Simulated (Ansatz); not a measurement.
Consider Cs$_{2}$AgBiBr$_{6}$ (space group Fm-3m, No. 225; a = 11.344 Å).

The values are results of r2SCAN, PAW, 500 eV (Ansatz, a program for electronic structure; scalar-relativistic without spin-orbit coupling), earlier PAW set, not measurements.

For the base:

```
Item                      Result
-------------------  -----------
Smallest direct gap      2.70 eV
Lattice parameter a  21.437 bohr
Band gap                 1.67 eV
```

The change: a hydrostatic pressure of 9 GPa.

Question: What happens to the smallest direct gap?

Answer: The smallest direct gap goes up by 0.02 eV to 2.72 eV.

Question: How does this affect the lattice parameter a?

Answer: The lattice parameter a decreases by 1.431 bohr (21.437 bohr → 20.006 bohr).

Question: Predict the new band gap.

Answer: The band gap drops by 0.428 eV (1.67 eV → 1.25 eV).

Spin-orbit coupling, missing from the scalar runs, can matter with Bi. Load acts through the strain it causes; cell and atoms are relaxed under it. Whether these cells are dynamically stable was not tested. No other phases were tried under pressure.
